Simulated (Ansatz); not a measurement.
Consider Ir in the fcc (Cu type) structure (space group Fm-3m, No. 225; relaxed with 0.1 eV smearing).

```xyz
1
Lattice="0.0000 1.9358 1.9358 1.9358 0.0000 1.9358 1.9358 1.9358 0.0000" Properties=species:S:1:pos:R:3 pbc="T T T"
Ir     0.0000     0.0000     0.0000
```

Cartesian axes are those of the cell as printed.

Computed with Kohn–Sham DFT with the PBE functional, run in Ansatz (a quantum-chemistry and plane-wave program) with PAW and 420 eV plane waves, no SOC.

Perturbation: an isotropic linear strain of −2.00 %, atoms relaxed at fixed cell.

Task: Predict the stress tensor and what it implies for the stiffness.

Result: Stress of the strained cell less that of the base (GPa, compression positive):
```
   24.5     0.0     0.0
    0.0    24.5     0.0
    0.0     0.0    24.5
```

Then B = −ΔP/(ΔV/V₀) with ΔV/V₀ = -0.0588 gives secant stiffness values (nonlinear terms included at this strain): B ≈ 417 GPa.

As a check, the harmonic strain energy −½ V₀ Δσ:ε is 67 meV/atom; the computed energy rise is 61 meV/atom.

No phonon test of stability was made. The final runs are not spin-polarised.
